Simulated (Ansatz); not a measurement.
Results of LDA in Ansatz (PAW) for MgZn2 (P6₃/mmc, No. 194).

Settings: plane-wave cutoff 520 eV, 18×18×8 k mesh (along the axes of the cell as run), Fermi–Dirac smearing 0.074 eV (set by the program), scalar-relativistic PAW data made under PBE.

Computed at the level's own relaxed cell.

```yaml
crystal:
  lattice:
    - [5.04865, 0.00000, 0.00000]
    - [-2.52432, 4.37226, 0.00000]
    - [0.00000, 0.00000, 8.24292]
  atoms:
    - { symbol: Mg, position: [0.66667, 0.33333, 0.56268] }
    - { symbol: Mg, position: [0.33333, 0.66667, 0.06268] }
    - { symbol: Mg, position: [0.33333, 0.66667, 0.43732] }
    - { symbol: Mg, position: [0.66667, 0.33333, 0.93732] }
    - { symbol: Zn, position: [0.00000, 0.00000, 0.50000] }
    - { symbol: Zn, position: [0.00000, 0.00000, 0.00000] }
    - { symbol: Zn, position: [0.16952, 0.33904, 0.75000] }
    - { symbol: Zn, position: [0.83048, 0.16952, 0.25000] }
    - { symbol: Zn, position: [0.66096, 0.83048, 0.75000] }
    - { symbol: Zn, position: [0.83048, 0.66096, 0.25000] }
    - { symbol: Zn, position: [0.16952, 0.83048, 0.75000] }
    - { symbol: Zn, position: [0.33904, 0.16952, 0.25000] }
```

Q: Give the elastic tensor (Voigt notation, GPa, ions relaxed, in the Cartesian axes of the cell as printed).

A: 
```
  136.7    65.2    43.4     0.0     0.0     0.0
   65.2   136.7    43.4     0.0     0.0     0.0
   43.4    43.4   165.2     0.0     0.0     0.0
    0.0     0.0     0.0    33.3     0.0     0.0
    0.0     0.0     0.0     0.0    33.3     0.0
    0.0     0.0     0.0     0.0     0.0    35.8
```

Note: the volume lies 10 % below that of the published cell.

The computed numbers hold no vibrational or temperature effects.

Ansatz is a quantum-chemistry and plane-wave program.
